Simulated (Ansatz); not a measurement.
**GaAs under a change: uniaxial strain ε_zz = −3.00 %**

Consider GaAs in the zinc blende structure (space group F-43m, No. 216; a = 5.6590 Å). Axes: x, y, z lie along the cube axes.

One thing is altered: uniaxial strain ε_zz = −3.00 %, all other strain components held at zero; the atoms relax in the strained cell.

Computed with PBEsol (Ansatz, a program for electronic structure), spin-orbit coupling left out. Settings: 10×10×10 k-points, 0.05 eV Fermi–Dirac smearing.

| quantity | base | changed | shift |
|---|---|---|---|
| volume per atom | 22.65 Å³ | 21.97 Å³ | -0.68 Å³ |
| space group | F-43m (No. 216) | I-4m2 (No. 119) | – |
| shortest interatomic distance | 245.0 pm | 242.6 pm | -2.4 pm |
| energy relative to the base (free energy F) | 0 meV/atom | +7.2 meV/atom | +7.2 meV/atom |
| pressure (mean of the normal stresses, compression positive) | 0.00 GPa | 2.25 GPa | +2.25 GPa |
| band gap | 0.42 eV | 0.53 eV | +0.11 eV |
| gap character | direct at Γ | direct at Γ | – |
| electron mass | 0.025 mₑ (at Γ) | 0.032 mₑ along z, 0.039 mₑ across (at Γ) | – |
| valence-band top at Γ (three highest levels, from the VBM) | 0.00, 0.00, 0.00 eV | 0.00, -0.17, -0.17 eV | – |
| stress (xx, yy, zz, yz, xz, xy; compression positive) | – | (1.67, 1.67, 3.41, 0.00, 0.00, 0.00) GPa | – |

Final structure:

```
GaAs
1.0
    0.00000     2.82948     2.74459
    2.82948     0.00000     2.74459
    2.82948     2.82948     0.00000
Ga As
1 1
Direct
  0.00000   0.00000   0.00000
  0.25000   0.25000   0.25000
```

Effective masses come from finite differences of ±0.01 Å⁻¹. Stability against distortions was not tested. k-point labels follow each cell's own Brillouin zone.
